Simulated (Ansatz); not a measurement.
Charge-transition levels above the valence-band maximum in ferroelectric LiNbO3 (eV), each at one geometry relaxed with PBE and evaluated in Ansatz (a quantum-chemistry and plane-wave program) with PBE, r2SCAN. Host gaps: PBE 3.53 eV, r2SCAN 3.94 eV. Details: 120-site cell; 2×2×2 Γ-centred k-points; charged states image-corrected; no spin–orbit coupling; no Hubbard U; finite-size errors of tenths of an eV; flagged in the runs: for some of the defects a doubtful potential alignment, a host whose relaxation on this sampling wasn't shown to rest, a strain field that reaches the edge of the cell.

```tsv
defect	x: PBE (eV)	y: r2SCAN (eV)
Li vacancy + Li vacancy + Yb on the Li site (+1/0)	0.28	0.23
Li vacancy + Li vacancy + Eu on the Li site (+1/0)	0.46	0.39
Li vacancy + Li vacancy + Yb on the Li site (0/−1)	2.11	2.98
Sb on the Nb site (0/−1)	3.14	3.76
Li vacancy + O vacancy (+1/0)	3.30	3.68
H on the O site (+1/0)	3.30	3.66
H interstitial started on O (+1/0)	3.37	3.74
Li vacancy + Li vacancy + Eu on the Li site (0/−1)	2.19	?
```

Problem. Fit a straight line to the 7 complete rows and predict the last.

Solution. Means: x = 2.280, y = 2.634; Sxx = 11.350, Sxy = 13.121. Slope 13.121 / 11.350 = 1.16, intercept 2.634 − 1.16 × 2.280 = -0.01 eV; the rows scatter by 0.28 eV about the line, and R² = 0.97. Prediction: -0.01 + 1.16 × 2.19 = 2.53 eV. The calculation gave 2.70 eV, 0.17 eV above the line, within its scatter.
